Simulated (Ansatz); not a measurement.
GaAs under load (space group I-4m2): band-edge transport data

```yaml
crystal:
  lattice:
    - [0.00000, 2.80082, 2.85480]
    - [2.80082, 0.00000, 2.85480]
    - [2.80082, 2.80082, 0.00000]
  atoms:
    - { symbol: Ga, position: [0.00000, 0.00000, 0.00000] }
    - { symbol: As, position: [0.25000, 0.25000, 0.25000] }
```

Calculation: r2SCAN with spin-orbit coupling, rigid bands (plane waves, PAW; Ansatz, a program for electronic structure). Condition of this run: biaxial stress in (001) of 1.2 GPa (compression positive) (the target of the relaxation). Cell: cell and atoms relaxed with PBEsol, then loaded as said.

The band gap comes out as 0.94 eV, the electron conductivity mass (300 K, dilute) comes out as 0.062 (x), 0.062 (y), 0.065 (z) mₑ and the hole conductivity mass (300 K, dilute) is 0.32 (x), 0.32 (y), 0.45 (z) mₑ. The effective density of states N_c (300 K) comes out as 3.7e17 cm⁻³ and the effective density of states N_v (300 K) is 4.5e18 cm⁻³. The density-of-states mass, electrons is 0.060 mₑ, the density-of-states mass, holes is 0.32 mₑ and the Seebeck coefficient, n-type 1e19 cm⁻³, 300 K is -60 μV/K. The Seebeck coefficient, p-type 1e19 cm⁻³, 300 K is 226 μV/K.

Rigid bands; masses and Seebeck coefficients take one relaxation time τ for all states and one kind of carrier; polarons and phonon drag are left out. Geometry: cell and atoms relaxed with PBEsol.
